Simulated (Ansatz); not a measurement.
Results of PBEsol (plane waves, PAW; Ansatz, a quantum-chemistry and plane-wave program) for RuB2 (Pmmn, No. 59, 6 atoms in the cell; start mp-1077).

Settings: plane-wave cutoff 520 eV, 20×12×14 k mesh (along the axes of the cell as run), Fermi–Dirac smearing 0.05 eV, no spin polarisation, scalar-relativistic PAW data made under PBE.

Cell (relaxed at this level):

```
CELL_PARAMETERS angstrom
      2.85011     0.00000     0.00000
      0.00000     4.62437     0.00000
      0.00000     0.00000     4.02348
ATOMIC_POSITIONS crystal
  B  0.00000 0.80381 0.36260
  B  0.00000 0.19619 0.36260
  B  0.50000 0.69619 0.63740
  B  0.50000 0.30381 0.63740
  Ru 0.00000 0.00000 0.84876
  Ru 0.50000 0.50000 0.15124
```

What does this level give for the bulk modulus B0?


- bulk modulus B0: 301 GPa

Note: the run has no spin polarisation, so it can have missed a magnetic state; the bulk modulus is −V dP/dV from two relaxed cells at ±2 % in volume; the relaxation could not lower the start's symmetry, so the cell can be a saddle point above a distorted one.

Computed values are for the static lattice.

It cost about 5 core-minutes (a rough figure) of CPU time.

A start named mp-… is a Materials Project structure, which need not be a measured phase.
